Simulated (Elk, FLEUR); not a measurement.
An Elk input for a self-consistent single point of SnO (Pmn2_1, 4 atoms in the cell) (DFT, PBEsol, all-electron FP-LAPW, Elk's shipped species files, default APW+lo basis):

```
tasks
  0

xctype
  22

rgkmax
  7.0

rmtscf
  0.88

stype
  3

swidth
  0.00183747

avec
    6.4738048605    0.0000000000    0.0000000000
    0.0000000000   10.9487405743    0.0000000000
    0.0000000000    0.0000000000    8.1467113685

atoms
  2   : nspecies
  'Sn.in'   : spfname
  2   : natoms; atposl, bfcmt below
  0.0000000000  0.2319100000  0.5131400000    0.0 0.0 0.0
  0.5000000000  0.7680900000  0.0131400000    0.0 0.0 0.0
  'O.in'   : spfname
  2   : natoms; atposl, bfcmt below
  0.0000000000  0.8912500000  0.7368600000    0.0 0.0 0.0
  0.5000000000  0.1087500000  0.2368600000    0.0 0.0 0.0

ngridk
  8 5 6
```

Q: Translate this input to FLEUR.

A: One input that does it (others would too):

Input of the input generator:

```
scf SnO
&input film=f /
3.4257900000 0.0000000000 0.0000000000
0.0000000000 5.7938240000 0.0000000000
0.0000000000 0.0000000000 4.3110540000
1.8897261246
1.0 1.0 1.0

4
50 -0.0000000000 0.2319100000 0.5131400000
50 0.5000000000 0.7680900000 0.0131400000
8 0.0000000000 0.8912500000 0.7368600000
8 0.5000000000 0.1087500000 0.2368600000

&comp jspins=1 /
&exco xctyp='PBEs' /
&kpt div1=8 div2=5 div3=6 gamma=t /
&end /
```

```xml
<?xml version="1.0" encoding="UTF-8" standalone="no"?>
<fleurInput fleurInputVersion="0.39">
   <comment>
      scf SnO                                                                                             
   </comment>
   <calculationSetup>
      <cutoffs Kmax="4.3" Gmax="17.2" GmaxXC="17.2" numbands="0"/>
      <scfLoop itmax="60" minDistance="0.00001" maxIterBroyd="99" imix="Anderson" alpha="0.05" precondParam="0.0" spinf="2.0"/>
      <coreElectrons ctail="T" frcor="F" kcrel="0" coretail_lmax="0"/>
      <xcFunctional name="PBEs" relativisticCorrections="F"/>
      <magnetism jspins="1"/>
      <soc l_soc="F" theta="0.0" phi="0.0" spav="F"/>
      <expertModes spex="0" secvar="F"/>
      <geometryOptimization l_f="T" forcealpha="1.0" forcemix="BFGS" epsdisp="0.00001" epsforce="0.00001"/>
      <ldaU l_linMix="F" mixParam="0.05" spinf="1.0"/>
   </calculationSetup>
   <cell>
      <bzIntegration valenceElectrons="40.0" mode="hist" fermiSmearingEnergy="0.00183747">
         <kPointListSelection listName="default-1"/>
         <!-- k-points included here -->
         <xi:include xmlns:xi="http://www.w3.org/2001/XInclude" href="kpts.xml"> </xi:include>
      </bzIntegration>
      <!-- symmetry operations included here -->
      <xi:include xmlns:xi="http://www.w3.org/2001/XInclude" href="sym.xml"> </xi:include>
      <bulkLattice scale="1.0">
         <bravaisMatrix>
            <row-1>    6.4738048603934342     0.0000000000000000     0.0000000000000000</row-1>
            <row-2>    0.0000000000000000    10.9487405741344688     0.0000000000000000</row-2>
            <row-3>    0.0000000000000000     0.0000000000000000     8.1467113683613288</row-3>
         </bravaisMatrix>
      </bulkLattice>
   </cell>
   <atomSpecies>
      <species name="Tin (Sn)" element="Sn" atomicNumber="50">
         <mtSphere radius="2.48" gridPoints="857" logIncrement="0.015"/>
         <atomicCutoffs lmax="10" lnonsphr="8"/>
         <electronConfig flipSpins="F">
            <coreConfig>(1s1/2) (2s1/2) (2p1/2) (2p3/2) (3s1/2) (3p1/2) (3p3/2) (4s1/2) (3d3/2) (3d5/2) (4p1/2) (4p3/2)</coreConfig>
            <valenceConfig>(5s1/2) (4d3/2) (4d5/2) (5p1/2) (5p3/2)</valenceConfig>
            <stateOccupation state="(5p1/2)" spinUp="0.3333333333333" spinDown="0.3333333333333"/>
            <stateOccupation state="(5p3/2)" spinUp="0.6666666666667" spinDown="0.6666666666667"/>
         </electronConfig>
         <energyParameters s="5" p="5" d="5" f="4"/>
         <lo type="SCLO" l="2" n="4" eDeriv="0"/>
      </species>
      <species name="Oxygen (O)" element="O" atomicNumber="8">
         <mtSphere radius="1.40" gridPoints="483" logIncrement="0.022"/>
         <atomicCutoffs lmax="6" lnonsphr="4"/>
         <electronConfig flipSpins="F">
            <coreConfig>(1s1/2)</coreConfig>
            <valenceConfig>(2s1/2) (2p1/2) (2p3/2)</valenceConfig>
            <stateOccupation state="(2p1/2)" spinUp="0.6666666666667" spinDown="0.6666666666667"/>
            <stateOccupation state="(2p3/2)" spinUp="1.3333333333333" spinDown="1.3333333333333"/>
         </electronConfig>
         <energyParameters s="2" p="2" d="3" f="4"/>
      </species>
   </atomSpecies>
   <atomGroups>
      <atomGroup species="Tin (Sn)">
         <relPos label="                   1">.0000000000 .2319100000 -.4868600000</relPos>
         <relPos label="                   2">1.000/2.000 -.2319100000 .0131400000</relPos>
         <force calculate="T" relaxXYZ="TTT"/>
      </atomGroup>
      <atomGroup species="Oxygen (O)">
         <relPos label="                   3">.0000000000 -.1087500000 -.2631400000</relPos>
         <relPos label="                   4">1.000/2.000 .1087500000 .2368600000</relPos>
         <force calculate="T" relaxXYZ="TTT"/>
      </atomGroup>
   </atomGroups>
   <output dos="F" band="F" slice="F">
      <checks vchk="F" cdinf="F"/>
      <bandDOS minEnergy="-.5*Htr" maxEnergy="0.5*Htr" sigma="0.015" storeEVData="T"/>
      <vacuumDOS vacdos="F" integ="F" star="F" nstars="0" locx1="0.0" locy1="0.0" locx2="0.0" locy2="0.0" nstm="0" tworkf="0.0"/>
      <unfoldingBand unfoldBand="F" supercellX="1" supercellY="1" supercellZ="1"/>
      <plotting iplot="0" polar="F">
         <plot TwoD="T" vec1="  1.0  0.0  0.0" vec2="  0.0  1.0  0.0" vec3="  0.0  0.0  1.0" zero="  0.0  0.0  0.0" file="plot"/>
      </plotting>
      <chargeDensitySlicing numkpt="0" minEigenval="0.0" maxEigenval="0.0" nnne="0" pallst="F"/>
      <specialOutput eonly="F"/>
      <magneticCircularDichroism mcd="F" energyLo="-10.0" energyUp="0.0"/>
   </output>
  <!-- We include the file relax.xml here to enable relaxations (see documentation) -->
  <xi:include xmlns:xi="http://www.w3.org/2001/XInclude" href="relax.xml"> <xi:fallback/> </xi:include>
</fleurInput>
```

Basis, cutoffs, solver keys and any potentials are the target program's own. This input uses DFT, PBEsol, all-electron FLAPW (FLEUR), scalar-relativistic valence.

The starting cell comes from a database of computed structures (which also holds hypothetical and non-ambient phases and stackings), without a prior relaxation at this level. Its lattice was rescaled by a random factor within 2.5 % of one.
